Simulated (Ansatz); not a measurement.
Results of r²SCAN+rVV10 in Ansatz (PAW) for CoO (within 0.1 Å of F-43m, No. 216, 4 atoms in the cell; start mp-22408; a measured phase of this formula has another space group).

Run with plane-wave cutoff 560 eV, 20×20×20 k mesh, Fermi–Dirac smearing 0.05 eV, spin-polarised start, scalar-relativistic PAW data made under PBE.

Cell (relaxed at this level):

```yaml
crystal:
  lattice:
    - [1.59789, 0.92254, 5.12347]
    - [-1.59789, 0.92254, 5.12347]
    - [0.00000, -1.84508, 5.12347]
  atoms:
    - { symbol: Co, position: [0.99943, 0.99943, 0.99943] }
    - { symbol: Co, position: [0.49943, 0.49943, 0.49943] }
    - { symbol: O, position: [0.37558, 0.37558, 0.37558] }
    - { symbol: O, position: [0.87558, 0.87558, 0.87558] }
```

Question: What does this level give for the band gap?

Answer: 
- band gap = 0.58 eV (on the SCF k mesh)

Note: the magnetic order was assumed, not searched for or taken from measurement.

Computed values are for the static lattice.

Cost on a shared machine: about 40 core-minutes (a rough figure).

A start named mp-… is a Materials Project structure, which need not be a measured phase.

Ansatz is an electronic-structure program.
